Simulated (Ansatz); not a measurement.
The starting structures come from a database of crystals and need not be the phases stable at ambient conditions.

 Where the default PAW files enter, the runs use the earlier of Ansatz's two default sets.

Data:

```
TlI
1.0
    4.19175     0.00000     0.00000
    0.00000     5.92802     0.00000
    0.00000     2.96401     2.96401
Tl I
1 1
Direct
  0.00000   0.00000   0.00000
  0.50000   0.50000   0.00000
```

Space group of this cell: Pm-3m, CsCl type. The cell was relaxed by PBE-D3(BJ); by r2SCAN its mean pressure is 0.8 GPa.

Transport runs along the normal of the first two printed cell vectors, the (110) plane of the conventional cell.

The gap is the functional's own. No spin-orbit coupling. Mid-gap values are interpolated on the energy grid.

Question: Estimate the band gap and the smallest decay constant κ at mid-gap that r2SCAN (Ansatz, a program for electronic structure) returns for this system.

Answer: Gap 1.99 eV on a 10×10×10 mesh; κ = 0.170 1/Å, at (0.000, 0.500) of the in-plane reciprocal vectors. At the zone centre, at the nearest computed energy, the slowest state has κ = 0.22 1/Å.
